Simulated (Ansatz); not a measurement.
# TiS2, response to strain

Take TiS₂ in the CdI2 type structure (space group P-3m1, No. 164; layered, stacked along the Cartesian z axis; relaxed with 0.1 eV smearing) as the base.

```
CELL_PARAMETERS angstrom
      3.29720     0.00000     0.00000
     -1.64860     2.85546     0.00000
      0.00000     0.00000     5.33696
ATOMIC_POSITIONS crystal
  Ti 0.00000 0.00000 0.00000
  S  0.33333 0.66667 0.26904
  S  0.66667 0.33333 0.73096
```

Cartesian axes are those of the cell as printed.

Strains are applied to the cell and any free atomic positions relax; under stress the whole cell relaxes.

Level of theory: PBEsol-D3(BJ) (Ansatz, a first-principles code, PAW, no spin-orbit coupling).

Candidates:
(a) uniaxial strain ε_zz = +3.84 %
(b) isotropic strain +1.90 %
(c) strain tensor (xx, yy, zz, yz, xz, xy) = (−1.02, −0.49, −1.44, +0.05, +0.94, +0.81) %
(d) uniaxial stress, 3 GPa tension along z
(e) tensor shear ε_yz = +1.59 %

Notes on the quantities. energy relative to the base: free energy F.

### Question
Order them by energy relative to the base, lowest first.

### Answer
(e) tensor shear ε_yz = +1.59 % (+1.6 meV/atom), (c) strain tensor (xx, yy, zz, yz, xz, xy) = (−1.02, −0.49, −1.44, +0.05, +0.94, +0.81) % (+4.2 meV/atom), (a) uniaxial strain ε_zz = +3.84 % (+6.0 meV/atom), (d) uniaxial stress, 3 GPa tension along z (+8.5 meV/atom), (b) isotropic strain +1.90 % (+9.6 meV/atom)

Stability under load was not tested beyond the relaxation. All final runs are without spin polarisation.
